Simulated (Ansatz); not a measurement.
System: Cu3Ge (P-6m2, No. 187, 4 atoms in the cell; start mp-1225745). Method: r²SCAN+rVV10 in Ansatz (plane waves, PAW).

Input file:

Ansatz 0.2 input:
```yaml
crystal:
  lattice:
    - [2.7066815314, 0.0, 0.0]
    - [-1.3533407657, 2.3440549662, 0.0]
    - [0.0, 0.0, 8.1891679112]
  atoms:
    - { symbol: Cu, position: [0.0, 0.0, 0.5] }
    - { symbol: Cu, position: [0.6666666667, 0.3333333333, 0.7424819287] }
    - { symbol: Cu, position: [0.6666666667, 0.3333333333, 0.2575180713] }
    - { symbol: Ge, position: [0.0, 0.0, 0.0] }
basis:
  ecutwfc: 560
  ecutrho_ratio: 4
  xc_grid: 3
kpoints:
  mp_grid: { grid: [24, 24, 8] }
hamiltonian:
  xc: r2scan
  dispersion: rvv10
  pseudopotentials: { kind: paw }
scf:
  occupations: { method: fermi_dirac, width: 0.05 }
output:
  forces: true
  stress: true
  eigenvalues: true
relax:
  f_tol: 0.004
  escape_saddle: false
  max_steps: 80
  cell: { stress_tol: 0.02, fix: [volume] }
```

From the output:

```
Relaxation: its limit of steps is 80 (relax.max_steps)
Crystal: 4 atoms, lattice volume = 51.957 Å³
Basis set: ecut = 560 eV, 1555 PW (Γ), exchange–correlation on 72×72×192 points (27 copies of the dense FFT grid, shifted against one another)
Bands: 43, of which v1, the nominal top of the filled ones, is band 36 counted from 1 (35 counted from 0)
Symmetry: 12 space group operations
Space group: P-6m2 (ITA 187), of the structure as read, at distance tolerance 3.7e-5 Å
k-points: 305 of 4608 (time reversal used)
Functional: x = r2scan, c = r2scan + rvv10(b = 11.95, C = 0.0093); τ floored in thin density (d = 2e-4 eV/Å³)
SCF iter   1: F=—  HF=-24191.593258 eV  |F-HF|=—  |Δ(HF+E_count)|=         —  Δρ=3.61e-2  dr2=4.10e-1  dr2_τ=3.95e-3
SCF iter   2: F=—  HF=-24191.571214 eV  |F-HF|=—  |Δ(HF+E_count)|=   2.20e-2  Δρ=1.28e-2  dr2=3.45e-2  dr2_τ=3.65e-3
  ...
SCF 1 converged in 11 iterations: F = -24191.538198 eV  dr2 = 4.61e-9
Crystal: 4 atoms, lattice volume = 51.957 Å³
Initial density: handed on by an earlier stage of this run
SCF 2 converged in 7 iterations: F = -24191.538262 eV  dr2 = 1.48e-8
Crystal: 4 atoms, lattice volume = 51.957 Å³
SCF 3 converged in 8 iterations: F = -24191.538297 eV  dr2 = 4.98e-9
Crystal: 4 atoms, lattice volume = 51.957 Å³
SCF iter   7: F=—  HF=-24191.538298 eV  |F-HF|=—  |Δ(HF+E_count)|=  2.18e-11  Δρ=1.88e-7  dr2=8.94e-12  dr2_τ=1.51e-12
SCF iter   8: F=-24191.538298 eV  HF=-24191.538298 eV  |F-HF|=1.09e-11  |Δ(HF+E_count)|=  2.55e-11  Δρ=4.14e-8  dr2=9.43e-13  dr2_τ=1.39e-14
SCF 4 converged in 8 iterations: F = -24191.538298 eV  dr2 = 9.43e-13
SCF converged after 8 iterations
Free energy (F): -24191.538298 eV
Internal energy: -24191.529630 eV  (E = F + TS)
E sigma→0 (E₀):  -24191.533964 eV
Fermi energy:    15.618495 eV
--- Forces (eV/Å), atoms counted from 1 ---
  atom   1  Cu    -0.00000000    -0.00000000     0.00000000
  atom   2  Cu    -0.00000000     0.00000000    -0.00019765
  atom   3  Cu    -0.00000000     0.00000000     0.00019765
  atom   4  Ge    -0.00000000    -0.00000000    -0.00000000
--- Stress (GPa, compression-positive) ---
       -2.515574       0.000000       0.000000
        0.000000      -2.515574       0.000000
        0.000000       0.000000      -2.518116
  P = ⅓ Tr σ = -2.5164 GPa (-25.164 kbar)
```

The cell is one volume of an energy–volume scan, off the minimum.

The PAW data were made under PBE.

Note: the run has no spin polarisation, so it can have missed a magnetic state. Note: the relaxation could not lower the start's symmetry, so the cell can be a saddle point above a distorted one.

Cost on a shared machine: very roughly 12 core-minutes.

A start named mp-… is a Materials Project structure, which need not be a measured phase.

Ansatz is a first-principles code.
